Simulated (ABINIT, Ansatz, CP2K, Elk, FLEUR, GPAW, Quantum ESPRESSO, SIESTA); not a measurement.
# One structure in several programs: KI (Fm-3m, 2 atoms in the cell)

Self-consistent single point.

```
CELL_PARAMETERS angstrom
      0.00000     3.55660     3.55660
      3.55660     0.00000     3.55660
      3.55660     3.55660     0.00000
ATOMIC_POSITIONS crystal
  K  0.00000 0.00000 0.00000
  I  0.50000 0.50000 0.50000
```

All programs got the same cell, k-point mesh and kind of occupations (in Ansatz's words: kpoints.mp_grid.grid = 7 7 7; scf.occupations.method = fermi_dirac; scf.occupations.width = 0.05 eV); potentials, basis and cutoffs are each program's usual ones.

| code | model | pressure (GPa) | gap on the mesh (eV) | k-points | cutoff |
|---|---|---|---|---|---|
| Quantum ESPRESSO | PBE, SSSP 1.1.2 efficiency (PBE) pseudopotentials | 0.25 | 3.917 | 20 | 50 Ry |
| GPAW | PBE, GPAW PAW datasets PBE (gpaw-data 1.0.1) | 0.31 | 3.930 | 20 | 550 eV |
| Elk | PBE, all-electron FP-LAPW, Elk's shipped species files, default APW+lo basis | – | 3.952 | 20 | default |
| FLEUR | PBE, all-electron FLAPW (FLEUR), scalar-relativistic valence | – | 3.951 | 20 | Kmax 3.8 1/bohr |
| CP2K | PBE, GPW, DZVP-MOLOPT-SR-GTH basis, GTH-PBE potentials (GTH_POTENTIALS) | 0.38 | 3.874 | 172 | grid 500 Ry |
| ABINIT | PBE, PAW (JTH v2.0 PBE PAW) | 0.35 | 3.917 | 20 | 21 Ha |
| Ansatz | PBE, PAW files | 0.33 | 3.920 | 20 | default |
| SIESTA | GGA PBE, numerical atomic orbitals DZP, PseudoDojo PBE standard norm-conserving potentials (rewritten from UPF to PSML) | 0.35 | 3.928 | 172 | grid 300 Ry |

A dash marks a value that a program does not give, or that is left out as unsure.

Gaps are read on the mesh.

The spread over the programs that give each value: pressure within 0.13 GPa; gap on the mesh within 0.078 eV.

The starting cell comes from a database of computed structures (which also holds hypothetical and non-ambient phases and stackings), without a prior relaxation at this level. Its lattice was rescaled by a random factor within 2.5 % of one. On Ansatz's run: Spin-orbit coupling is off.

Problem. Why do the programs differ, and what cannot be compared?

Solution. Differences of this kind can come from the potentials, where these differ, and from what each basis and cutoff leave unconverged. The valence holds different numbers of electrons (Quantum ESPRESSO 16, GPAW 16, FLEUR 26, CP2K 16, ABINIT 16, Ansatz (a program for electronic structure) 26, SIESTA 16). The zero of total energies and Fermi levels follows the potentials and each program's conventions, so they are not compared here. CP2K and SIESTA use small atom-centred bases, whose incompleteness enters pressures, forces and empty levels differently from a plane-wave cutoff. Elk and FLEUR treat all electrons, but the usual bases taken here (sphere radii, linearisation, local orbitals, empty states) were not tested for convergence, so the values are no reference for the others. Ansatz's pressure is given at a fixed set of plane waves, as the other plane-wave codes print theirs. The programs reduce the same mesh by symmetry to different extents, which changes the work and not the result.

Keys are those of Ansatz 0.2.
